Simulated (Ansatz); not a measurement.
Consider a periodic stack without vacuum, bcc Ta (0 0 1) on rock-salt PbTe (0 0 1) (film strained to the substrate, started from cuts of the bulks and a machine-learned relaxation; slabs Pb4Te4 and Ta12, which can lie off the formulas): substrate slab Pb4Te4, film Ta12, surface cells [[1, 0], [1, 1]] and [[-1, 1], [-1, -1]], film strained by -1.0 and -1.0 %, outermost planes PbTe/PbTe and Ta/Ta as cut, which need not be the usual terminations and can put a slab off its formula. Its start:

```
PbTa3Te
1.0
    4.64655    -0.00024    -0.01340
    0.00083     4.64250     0.19448
    1.08987     0.21104    22.65820
Pb Te Ta
4 4 12
Direct
  0.93108   0.15431   0.19824
  0.58683   0.25558   0.04763
  0.75480   0.93533   0.48783
  0.39955   0.62691   0.33022
  0.43489   0.66871   0.19556
  0.08600   0.76350   0.02797
  0.26210   0.44196   0.49835
  0.89495   0.13306   0.33362
  0.67148   0.84894   0.65395
  0.18274   0.35926   0.65715
  0.69796   0.35221   0.58700
  0.17235   0.87296   0.58716
  0.64529   0.81961   0.80642
  0.14519   0.31987   0.80598
  0.66480   0.33650   0.72727
  0.15975   0.84003   0.72739
  0.60893   0.77957   0.94744
  0.11521   0.28032   0.94742
  0.62729   0.29987   0.87863
  0.12817   0.79859   0.87719
```

The start was prepared with a machine-learned potential, and the result is one local minimum, with the in-plane cell held and forces under 0.04 eV/Å; the film can end far from its bulk form.

Calculation: PBE (plane waves to 420 eV, PAW; Ansatz, a quantum-chemistry and plane-wave program). Spin–orbit coupling is left out; the runs are not spin-polarised. Its k-point mesh 7×7×1, Fermi–Dirac width 0.05 eV.

Q: Predict the relaxed interface.

A: The interface area comes out as 21.6 Å² and the period is 22.59 Å. The heights between the nearest atoms of the two slabs at the two interfaces is 1.83 and 1.83 Å and the Pb–Ta contacts across the interfaces within 1.22 times the sum of covalent radii is 10, mean 3.37 Å. The Ta–Te contacts across the interfaces within 1.22 times the sum of covalent radii comes out as 10, mean 3.05 Å.
